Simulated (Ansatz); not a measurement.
## Response to strain in WSi2

Start from WSi2 (space group I4/mmm, No. 139; a = 3.229 Å, c = 7.870 Å; relaxed with 0.1 eV smearing). Axes: x, y, z lie along a, b, c of the conventional cell.

Strains are applied to the cell and any free atomic positions relax; under biaxial strain the out-of-plane vector relaxes too.

The values are results of DFT with PBE, PAW potentials and a 420 eV plane-wave cutoff in Ansatz (a program for electronic structure), no SOC, not measurements.

Notes on the quantities. energy relative to the base: free energy F.

```json
[
 {"biaxial strain, plane normal [001], relaxed out of plane (%)": "0", "energy relative to the base (meV/atom)": "0.0"},
 {"biaxial strain, plane normal [001], relaxed out of plane (%)": "0.5", "energy relative to the base (meV/atom)": "?"},
 {"biaxial strain, plane normal [001], relaxed out of plane (%)": "1", "energy relative to the base (meV/atom)": "4.2"},
 {"biaxial strain, plane normal [001], relaxed out of plane (%)": "1.5", "energy relative to the base (meV/atom)": "9.3"},
 {"biaxial strain, plane normal [001], relaxed out of plane (%)": "2", "energy relative to the base (meV/atom)": "16.3"},
 {"biaxial strain, plane normal [001], relaxed out of plane (%)": "2.5", "energy relative to the base (meV/atom)": "25.1"},
 {"biaxial strain, plane normal [001], relaxed out of plane (%)": "3", "energy relative to the base (meV/atom)": "35.7"}
]
```

Problem. Fit ΔE = Aε² + Bε³ (ε in %) to the rows shown and predict the withheld row.

Solution. Least squares on the printed values gives A = 4.29 and B = -0.11 meV/atom (largest residual 0.0 meV/atom); this predicts 1.1 meV/atom, and the run gives 1.1 meV/atom, in agreement.

Whether these cells are dynamically stable was not tested. The final runs are not spin-polarised.
